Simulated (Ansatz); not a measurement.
The starting structures come from a database of crystals and need not be the phases stable at ambient conditions.

 Where the default PAW files enter, the runs use the earlier of Ansatz's two default sets.

Crystal: Mg$_{2}$FeH$_{6}$ (Fm-3m, not sure to be the ambient phase, 9 atoms a cell, 7.1 Å³ an atom); planes in its conventional cell.

Computed with r2SCAN (plane waves, PAW; Ansatz, a first-principles code).

The gap is the functional's own. No spin-orbit coupling. Mid-gap values are interpolated on the energy grid.

```
plane  area of the cell (Å²)  mid-gap κ (1/Å)  largest κ in the gap (1/Å)
-----  ---------------------  ---------------  --------------------------
(111)                   17.5             0.44                        0.50
(110)                   28.6       (withheld)                  (withheld)
(001)                   20.2       (withheld)                        0.50
```

Q: The slowest decay depends on the direction. Supply the withheld values.

A: 
- (110), mid-gap κ (1/Å): 0.40
- (110), largest κ in the gap (1/Å): 0.48
- (001), mid-gap κ (1/Å): 0.46
